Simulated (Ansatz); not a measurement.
CaS: energy against volume

CaS (rock salt, Fm-3m, 22.345 Å³/atom and stress up to 0.01 GPa in the relaxed cell, cube axes along x, y and z) under an equal strain ε along all three axes. PBEsol in Ansatz, a plane-wave DFT program (PAW, default set), 420 eV, 10×10×10 Γ-centred mesh, Fermi-Dirac smearing 0.05 eV; ions are relaxed, or left where forces stay under 0.02 eV/Å, within the symmetry of each cell.

Here V stands for volume and E for E less E0.

| volume (Å³/atom) | E less E0 (meV/atom) | pressure (GPa) |
|---|---|---|
| 20.3934 | ? | ? |
| 21.0307 | 16.44 | 4.23 |
| 21.3542 | 9.09 | 3.06 |
| 21.6811 | 3.97 | 1.97 |
| 22.0112 | 0.97 | 0.95 |
| 22.3447 | 0.00 | 0.00 |
| 22.6816 | 0.96 | -0.90 |
| 23.0218 | 3.77 | -1.73 |
| 23.3654 | 8.33 | -2.51 |
| 23.7124 | 14.57 | -3.24 |

**Question.** Using the third-order Birch-Murnaghan form, a cubic in V^(-2/3), estimate the missing E at V = 20.3934 from the other rows, showing the fit.

**Answer.** With u = V^(-2/3) - 0.126, the rows have u = 0.005249, 0.003921, 0.002611, 0.001322, 0.000052, -0.001199, -0.002432, -0.003646, -0.004843. Least squares gives E = 0.002 - 72.2·u + 608193·u² + 409493·u³. Residuals (row less fit): 0.001, -0.004, 0.003, 0.000, 0.000, -0.002, 0.001, 0.000, 0.000; standard error 0.003 (degrees of freedom: 5). Its minimum lies at u = 0.000059, so V0 = (0.126059)^(-3/2) = 22.34. There d²E/du² = 1217000 and d³E/du³ = 2457000, so B0 = (4/9) × 22.34^(-7/3) × 1217000 × 0.160218 = 61.6 GPa (the last factor turns the table's units into GPa), and B0' = 4 + (2/3) × 0.126059 × (2457000)/1217000 = 4.2. B0' rests on the cubic coefficient alone and has a standard error of 0.1 from these residuals. At the withheld row, u = 0.007970, so E = 0.002 - 72.2 × 0.007970 + 608193 × 0.007970² + 409493 × 0.007970³ = 38.267 meV/atom. The calculation gives 38.24 meV/atom, 0.027 meV/atom below the prediction (0.1 % of the range of E in the table). The row lies outside the fitted rows, so this is an extrapolation. The scatter of the fitted rows lies at the last printed digit.

Other structures, which can take over under pressure, weren't tried. The same form fitted to the pressure column gives B0' = 4.1; series where the two differ by over 0.4 aren't shown. Rows are the converged runs of the series near zero and its far end, less any whose ions stayed unrelaxed beside relaxed ones; series whose fitted rows scatter by over a few per cent of the range, as at a crossing or softening among them, aren't shown in this form.
